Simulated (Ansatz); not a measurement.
**A computed series for CaF2: pressure series**

Consider CaF2 in the fluorite structure (space group Fm-3m, No. 225; a = 5.511 Å).

Cell and atoms are relaxed at each pressure.

All numbers come from PBE in Ansatz (plane waves to 420 eV, PAW, no spin-orbit coupling).

```tsv
variant	volume per atom	electron mass	band gap
base	13.95 Å³	0.55 mₑ (at Γ)	7.14 eV
pressure −2 GPa	14.33 Å³	0.55 mₑ (at Γ)	6.98 eV
pressure −1 GPa	14.13 Å³	0.55 mₑ (at Γ)	7.07 eV
pressure 0.3 GPa	13.89 Å³	0.55 mₑ (at Γ)	7.16 eV
pressure 0.7 GPa	13.83 Å³	0.55 mₑ (at Γ)	7.19 eV
pressure 1.5 GPa	13.69 Å³	0.55 mₑ (at Γ)	7.25 eV
pressure 3 GPa	13.46 Å³	0.55 mₑ (at Γ)	7.35 eV
pressure 5 GPa	13.18 Å³	0.55 mₑ (at Γ)	7.48 eV
pressure 7.5 GPa	?	0.56 mₑ (at Γ)	?
pressure 10 GPa	12.59 Å³	0.56 mₑ (at Γ)	7.77 eV
```

Q: Fill in the withheld entries from the trend.

A: 
- pressure 7.5 GPa, volume per atom: 12.87 Å³
- pressure 7.5 GPa, band gap: 7.63 eV

Load acts through the strain it causes; cell and atoms are relaxed under it. Effective masses come from finite differences of ±0.01 Å⁻¹. No phonon test of stability was made. No other phases were tried under pressure.

Ansatz is an electronic-structure program.
